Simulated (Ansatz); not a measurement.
An Ansatz (a quantum-chemistry and plane-wave program) input (PBE/PAW in Ansatz, no spin-orbit coupling, earlier PAW set):

Ansatz 0.2 input:
```yaml
crystal:
  lattice:
    - [-2.7473274486, 2.7473274486, 5.6124997873]
    - [2.7473274486, -2.7473274486, 5.6124997873]
    - [2.7473274486, 2.7473274486, -5.6124997873]
  atoms:
    - { symbol: Cu, position: [0, 0, 0] }
    - { symbol: Cu, position: [0.75, 0.25, 0.5] }
    - { symbol: Re, position: [0.25, 0.75, 0.5] }
    - { symbol: Sn, position: [0.5, 0.5, 0] }
    - { symbol: S, position: [0.6341573976, 0.647383686, 0.5662888304] }
    - { symbol: S, position: [0.0810948556, 0.0678685672, 0.4337111696] }
    - { symbol: S, position: [0.352616314, 0.9189051444, 0.9867737116] }
    - { symbol: S, position: [0.9321314328, 0.3658426024, 0.0132262884] }
basis: { ecutwfc: 420, ecutrho_ratio: 4, xc_grid: 2, fft_grid_basis: typed }
kpoints: { mp_grid: { grid: [12, 12, 12] } }
hamiltonian:
  xc: pbe
  dispersion: none
  pseudopotentials: { azcp: { folder: ./paw }, kind: paw }
scf: { occupations: { method: fermi_dirac, width: 0.05 }, convergence: { dr2_threshold: 0.0000000008 } }
output: { forces: true, stress: true }
checkpoint: { write: state.ck, write_every: 1000 }
```

Which symmetry and how many k-points will the program report, and about how many plane waves at Γ?

Space group I-4 (ITA 82) with 4 operations, k-points 242 of 1728, and 3291 plane waves at Γ.

Whether these cells are dynamically stable was not tested. The final runs are not spin-polarised. An odd electron count without spin: Cu2ReSnS4. The cell was made from ZnCu2SnS4 by this change: Zn → Re; the result is a hypothetical phase, not in the database extracts checked. Cu2ReSnS4 has a high density of states at the Fermi level and may be magnetic at this level.
